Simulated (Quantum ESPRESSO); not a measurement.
# Quick settings and what they miss: SrIn₅ (P6/mmm, 6 atoms in the cell)

Self-consistent single point.

```yaml
crystal:
  lattice:
    - [6.30472, 0.00000, 0.00000]
    - [-3.15236, 5.46005, 0.00000]
    - [0.00000, 0.00000, 5.08801]
  atoms:
    - { symbol: Sr, position: [0.00000, 0.00000, 0.00000] }
    - { symbol: In, position: [0.00000, 0.50000, 0.50000] }
    - { symbol: In, position: [0.50000, 0.00000, 0.50000] }
    - { symbol: In, position: [0.50000, 0.50000, 0.50000] }
    - { symbol: In, position: [0.66667, 0.33333, 0.00000] }
    - { symbol: In, position: [0.33333, 0.66667, 0.00000] }
```

Method of the run: PBEsol, PseudoDojo standard norm-conserving (PBESOL) pseudopotentials (plane waves; Quantum ESPRESSO 7.5).

Base settings: ecutwfc = 70 Ry; occupations = smearing; smearing = methfessel-paxton; degauss = 0.019992 Ry; potentials = {Sr: Sr.upf, In: In.upf}; K_POINTS = automatic 4 4 5 0 0 0; conv_thr = 1e-10 Ry; mixing_beta = 0.7.

Tight run (finer mesh or higher cutoff; not a proven limit): ecutwfc: 70 Ry → 98 Ry; conv_thr: 1e-10 Ry → 7.3e-11 Ry; K_POINTS: automatic 4 4 5 0 0 0 → automatic 6 6 7 0 0 0. It gave Fermi level (on the code's own zero) 9.40 eV; pressure -0.67 GPa.

Quick runs, as changes from the base:
- A: the base itself
- B: ecutwfc: 70 Ry → 42 Ry; smearing: methfessel-paxton → gaussian; degauss: 0.019992 Ry → 0.0099958 Ry; K_POINTS: automatic 4 4 5 0 0 0 → automatic 6 6 6 0 0 0
- C: ecutwfc: 70 Ry → 56 Ry; K_POINTS: automatic 4 4 5 0 0 0 → automatic 6 6 6 0 0 0
- D: ecutwfc: 70 Ry → 49 Ry; K_POINTS: automatic 4 4 5 0 0 0 → automatic 4 4 4 0 0 0; potentials: PseudoDojo standard norm-conserving (LDA) [LDA (PW92)]
- E: ecutwfc: 70 Ry → 56 Ry; smearing: methfessel-paxton → marzari-vanderbilt; degauss: 0.019992 Ry → 0.0099958 Ry; K_POINTS: automatic 4 4 5 0 0 0 → automatic 2 2 2 0 0 0
- F: ecutwfc: 70 Ry → 35 Ry; degauss: 0.019992 Ry → 0.0099958 Ry; K_POINTS: automatic 4 4 5 0 0 0 → automatic 2 2 2 0 0 0

Energies are extrapolated to zero smearing width, which holds to low order in the width alone (under cold and Methfessel-Paxton smearing the free energy itself is taken).

Dashes: energy of D, another energy zero; time of E, F, under 30 s.

† marks runs with another functional, U, potentials or spin treatment: their distance from the tight run is not a convergence error alone.

The count of work is k-points × plane waves × bands × iterations; it is no time. Core times come from one kind of shared machine and are given to one figure; runs under 30 s give none.

The starting cell comes from a database of computed structures (which also holds hypothetical and non-ambient phases and stackings), without a prior relaxation at this level. Its lattice was rescaled by a random factor within 2.5 % of one.

```csv
run,energy less tight (meV/atom),pressure less tight (GPa),count of work / tight,core time / tight (rough)
A,-17.4,0.04,0.26,0.3
B,3197.1,-103.20,0.28,0.2
C,86.4,-5.59,0.39,0.4
D†,–,-30.96,0.14,0.2
E,-68.9,-5.96,0.062,–
F,11986.2,-270.62,0.031,–
```

Among the runs at the tight run's level, the energy misses run from 17.4 to 11986.2 meV/atom.
